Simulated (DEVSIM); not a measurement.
Structure: Ni/SiON/p-Ge capacitor, at 300 K.

Layer 1 from the left is SiON, thickness (nm) 10.0. Layer 2 from the left is Ge, thickness (nm) 13000, Na (cm⁻³) 2e15.

Metal gate on the left, work function 5.1 eV. Fixed charge at the semiconductor interface -7.3e10 cm⁻² (in units of +e); interface traps 1.6e10 cm⁻² eV⁻¹, uniform in energy, neutral level at 0.7 of the gap above the valence band.

The device is made up for the run: typed textbook-type constants, with dimensions and the other settings drawn at random. Values at 300 K.

SiON: gap (eV) 7, affinity (eV) 1.4, permittivity 5.5. Ge: gap (eV) 0.664, affinity (eV) 4, permittivity 16, Nc (cm⁻³) 1.04e19, Nv (cm⁻³) 6e18.

Model (solved in DEVSIM): 1D Poisson equation in equilibrium, Boltzmann statistics, complete ionisation; no quantum confinement or tunnelling. Metal contacts follow the ideal Schottky-Mott rule: no Fermi-level pinning, no interface dipoles.

Question: What does the simulation give for the minimum of the low-frequency capacitance, the flat-band voltage?

Answer: minimum of the low-frequency capacitance 0.0416 μF/cm²; flat-band voltage 0.67 V.
